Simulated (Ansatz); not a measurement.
## Hypothetical fluorite YbSi2: element substitutions

The parent structure is YbSi₂ in the fluorite structure (space group Fm-3m, No. 225; a hypothetical phase, not in the database extracts checked).

Space group Fm-3m (No. 225); a = 6.343 Å, b = 6.343 Å, c = 6.343 Å, α = 90.00°, β = 90.00°, γ = 90.00°

| atom | site | symmetry | x | y | z |
|---|---|---|---|---|---|
| Yb | 4a | m-3m | 0.0000 | 0.0000 | 0.0000 |
| Si | 8c | -43m | 0.2500 | 0.2500 | 0.2500 |
(The calculation used a cell of 3 atoms; values per cell refer to that cell.)

Each row replaces one element on all its sites; cell and atoms are relaxed.

Computed with Kohn–Sham DFT with the PBEsol functional, run in Ansatz (an electronic-structure program) with PAW and 420 eV plane waves, spin-orbit coupling left out, earlier PAW set.

For the base:

```
Item                Value
---------------  --------
Volume per atom  21.27 Å³
```

Problem. The aim is a volume per atom between 30.36 Å³ and 33.48 Å³. Which of these changes reaches it?
A. Si → Pb
B. Si → C
C. Yb → Sc
D. Yb → Sm

Solution. A, Si → Pb. It gives 31.79 Å³; Yb → Sc gives 19.41 Å³; Si → C gives 12.67 Å³; Yb → Sm gives 22.93 Å³. Changes not listed may reach it too

Other magnetic orders, which the real material may have, were not ruled out. The 4f electrons are in the valence with no U and their state was not checked, so volumes and moments can be off. No phonon test of stability was made. As relaxed here, ScSi2, YbC2, YbPb2 and SmSi2 are hypothetical phases, not in the database extracts checked. Starting moments died away, wholly or in part, for the base, Si → C and Si → Pb; another magnetic solution may exist. Spin-polarised in the final run: SmSi2; the other runs are not. An odd electron count without spin: ScSi2.
